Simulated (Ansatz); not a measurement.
Band structure of InCu₃ (P6_3/mmc, 8 atoms in the cell).

```xyz
8
Lattice="5.5679 0.0000 0.0000 -2.7840 4.8220 0.0000 0.0000 0.0000 4.4220" Properties=species:S:1:pos:R:3 pbc="T T T"
In     0.0000     3.2146     3.3165
In     2.7840     1.6073     1.1055
Cu     0.0000     1.5081     1.1055
Cu     2.7840     3.3138     3.3165
Cu     4.2619     0.7541     3.3165
Cu    -1.4779     4.0679     1.1055
Cu     1.4779     4.0679     1.1055
Cu     1.3061     0.7541     3.3165
```

Computed with PBEsol, PAW files made with PBE (plane waves; Ansatz, a quantum-chemistry and plane-wave program).

Settings: kpoints.mp_grid.grid = 5 5 5; hamiltonian.xc = pbesol; hamiltonian.pseudopotentials = {kind: paw} (the program's default PAW files); scf.occupations.method = fermi_dirac; scf.occupations.width = 0.05 eV; kpoints.band_path.npoints = 8.

The starting cell comes from a database of computed structures (which also holds hypothetical and non-ambient phases and stackings), without a prior relaxation at this level. Its lattice was rescaled by a random factor within 2.5 % of one. Spin polarisation is off.

Levels in eV from the Fermi level, bands 67 to 74:
```
point     67     68     69     70     71     72    73    74
-----  -----  -----  -----  -----  -----  -----  ----  ----
Γ      -1.52  -1.20  -1.20  -0.81  -0.30  -0.30  1.53  4.68
M      -1.92  -1.30   0.95   1.20   1.82   2.27  2.77  3.53
K      -1.92   0.78   0.78   1.06   1.73   1.79  1.79  2.37
A      -1.02  -1.02  -1.02  -1.02  -0.67  -0.67  1.52  1.52
L      -1.96  -1.96  -0.79  -0.79  -0.65  -0.65  5.40  5.40
H      -1.99  -1.99  -1.78  -1.78   1.84   1.84  3.27  3.27
```

Bands cross the Fermi level along this path, so the cell is metallic at this level.

Keys are those of Ansatz 0.2.
